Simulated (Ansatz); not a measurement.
The reference is Ge in the diamond structure (space group Fd-3m, No. 227).

```xyz
2
Lattice="0.0000 2.8381 2.8381 2.8381 0.0000 2.8381 2.8381 2.8381 0.0000" Properties=species:S:1:pos:R:3 pbc="T T T"
Ge     0.0000     0.0000     0.0000
Ge     1.4190     1.4190     1.4190
```

Cartesian axes are those of the cell as printed.

Method: Kohn–Sham DFT with the PBEsol functional, run in Ansatz (a first-principles code) with PAW and 420 eV plane waves, no spin-orbit coupling.

For the base:

| Property | Value |
|---|---|
| Band gap | zero |
| Shortest interatomic distance | 2.458 Å |

Modification: uniaxial strain ε_zz = +2.00 %, all other strain components held at zero; the atoms relax in the strained cell.

Q: How does this affect the band gap, shortest interatomic distance and energy relative to the base?

A: The band gap stays zero; the shortest interatomic distance grows by 0.016 Å, from 2.458 Å to 2.474 Å; the energy grows by 3.2 meV/atom.

Whether these cells are dynamically stable was not tested. The zero or small gap of Ge can change with the level of theory.
